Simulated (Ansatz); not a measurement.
Several settings converged on AlNi (Cmm2, 2 atoms in the cell)

```yaml
crystal:
  lattice:
    - [1.93288, -1.94733, 0.00000]
    - [1.93288, 1.94733, 0.00000]
    - [0.00000, 0.00000, 3.09013]
  atoms:
    - { symbol: Al, position: [0.00000, 0.00000, 0.01618] }
    - { symbol: Ni, position: [0.50000, 0.50000, 0.50000] }
```

Base method: PBEsol, default PAW files made with PBE (plane waves; Ansatz, a first-principles code).

Base settings: basis.ecutwfc = 420 eV; kpoints.mp_grid.grid = 12 12 11; hamiltonian.xc = pbesol; hamiltonian.pseudopotentials = {kind: paw} (the program's default PAW files); scf.occupations.method = gaussian; scf.occupations.width = 0.1 eV.

The count of work is k-points × plane waves × bands × iterations; it is no time. 

**The width of Gaussian smearing**

In this ladder: kpoints.mp_grid.grid = 20 20 18.

Narrow widths need finer meshes than wide ones, so the last steps can hold mesh noise.

Only quantities that move along the ladder and can be compared are tabulated; pressure and forces are left out, as mesh noise rules them at narrow widths.

```tsv
scf.occupations.width	free energy less the last step's (meV/atom)	energy extrapolated to zero width less the last step's (meV/atom)
1 eV	-102.90	-4.52
0.5 eV	-27.12	-0.43
0.3 eV	-9.48	0.34
0.2 eV	-3.95	0.15
0.1 eV	-0.76	0.03
0.05 eV	0.00	0.00
```

Widest scf.occupations.width that holds the energy extrapolated to zero width within 0.5 meV/atom of the last step, with all finer ones: 0.5 eV; the step before is off by 4.5 meV/atom.

Widest scf.occupations.width that holds the free energy within 2 meV/atom of the last step, with all finer ones: 0.1 eV; the step before is off by 3.9 meV/atom.

The extrapolation to zero width removes most of the smearing's effect on the energy.

**The mesh under tetrahedron occupations**

In this ladder: scf.occupations.method = tetrahedron; scf.occupations.width = default.

Only quantities that move along the ladder and can be compared are tabulated.

```tsv
kpoints.mp_grid.grid	free energy less the last step's (meV/atom)	pressure (GPa)	count of work / last
5 5 5	-23.68	1.99	0.0084
6 6 6	-1.17	1.93	0.019
8 8 7	1.00	2.11	0.026
9 9 8	-0.78	2.06	0.046
12 12 10	-1.25	2.11	0.081
14 14 13	0.01	2.13	0.12
18 18 16	-0.14	2.15	0.26
22 22 20	0.03	2.15	0.53
28 28 25	0.00	2.16	1.0
```

Coarsest kpoints.mp_grid.grid that holds the free energy within 5 meV/atom of the last step, with all finer ones: 6 6 6, at 0.019 of the last step's count of work; the step before is off by 24 meV/atom.

Coarsest kpoints.mp_grid.grid that holds the pressure within 0.2 GPa of the last step, with all finer ones: 8 8 7, at 0.026 of the last step's count of work; the step before is off by 0.23 GPa.

On the base run: the starting cell comes from a database of computed structures (which also holds hypothetical and non-ambient phases and stackings), without a prior relaxation at this level. Its lattice was rescaled by up to half a per cent. One atom was moved a little off its site on purpose. Spin polarisation is off. Ansatz's pressure includes its estimate of the finite-basis (Pulay) stress.

Left out of this page: 2 runs of the series outside the window shown, repeating another row's setting, or not comparable.

Keys are those of Ansatz 0.2.
